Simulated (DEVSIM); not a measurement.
System: abrupt Ge p-n junction, at 300 K.

```tsv
layer (left to right)	material	thickness (μm)	Nd (cm⁻³)	Na (cm⁻³)	τn (s)	τp (s)
1	Ge	24.0	-	2.5e16	0.00096	0.00096
2	Ge	0.940	6.8e16	-	0.00096	0.00096
```

Left contact: ohmic. Right contact: ohmic. Voltage is applied to the left contact. Recombination: SRH at mid-gap, radiative. Mobility is μmin + (μ − μmin)/(1 + (N/Nref)^α).

Constants are typed, rounded textbook-type inputs, not results; the design itself was drawn at random and stands for no fabricated device. Values at 300 K.

| parameter | Ge |
|---|---|
| gap (eV) | 0.664 |
| affinity (eV) | 4 |
| permittivity | 16 |
| Nc (cm⁻³) | 1.04e19 |
| Nv (cm⁻³) | 6e18 |
| μn (cm²/Vs) | 3900 |
| μp (cm²/Vs) | 1900 |
| μn,min | 150 |
| μp,min | 100 |
| Nref,n | 2.6e17 |
| Nref,p | 4e17 |
| αn | 0.56 |
| αp | 0.6 |
| B (cm³/s) | 6.4e-14 |

Simulated with DEVSIM: 1D drift-diffusion, Boltzmann statistics, complete ionisation; no tunnelling, impact ionisation, image-force lowering or self-heating.

Task: Tabulate band edges, carrier densities and field at 0.65 V on the left contact.

Result: Energies count from the Fermi level of the right contact; mesh points crowd at the junctions.

| x (μm) | Ec (eV) | Ev (eV) | n (cm⁻³) | p (cm⁻³) | field (V/cm) |
|---|---|---|---|---|---|
| 0.000 | -0.128 | -0.792 | 1.7e10 | 2.5e16 | 300 |
| 0.03027 | -0.127 | -0.791 | 3.0e14 | 2.5e16 | 290 |
| 0.09864 | -0.125 | -0.789 | 9.5e14 | 2.6e16 | 280 |
| 0.2531 | -0.121 | -0.785 | 2.3e15 | 2.7e16 | 260 |
| 0.8084 | -0.108 | -0.772 | 5.9e15 | 3.1e16 | 210 |
| 1.856 | -0.089 | -0.753 | 1.0e16 | 3.5e16 | 160 |
| 4.223 | -0.055 | -0.719 | 1.6e16 | 4.1e16 | 130 |
| 12.00 | 0.033 | -0.631 | 2.4e16 | 4.9e16 | 100 |
| 18.70 | 0.099 | -0.565 | 2.7e16 | 5.2e16 | 97 |
| 21.67 | 0.128 | -0.536 | 2.7e16 | 5.2e16 | 95 |
| 22.98 | 0.140 | -0.524 | 2.7e16 | 5.2e16 | 95 |
| 23.68 | 0.147 | -0.517 | 2.7e16 | 5.2e16 | 95 |
| 23.87 | 0.149 | -0.515 | 2.7e16 | 5.2e16 | 90 |
| 23.96 | 0.148 | -0.516 | 2.9e16 | 5.0e16 | -600 |
| 24.00 | 0.133 | -0.531 | 5.2e16 | 2.8e16 | -8100 |
| 24.03 | 0.123 | -0.541 | 7.9e16 | 1.8e16 | -1100 |
| 24.10 | 0.121 | -0.543 | 8.3e16 | 1.5e16 | 72 |
| 24.24 | 0.123 | -0.541 | 8.1e16 | 1.3e16 | 91 |
| 24.63 | 0.126 | -0.538 | 7.4e16 | 6.2e15 | 110 |
| 24.81 | 0.128 | -0.536 | 7.1e16 | 2.7e15 | 120 |
| 24.89 | 0.129 | -0.535 | 6.9e16 | 9.8e14 | 120 |
| 24.94 | 0.130 | -0.534 | 6.8e16 | 6.4e9 | 120 |
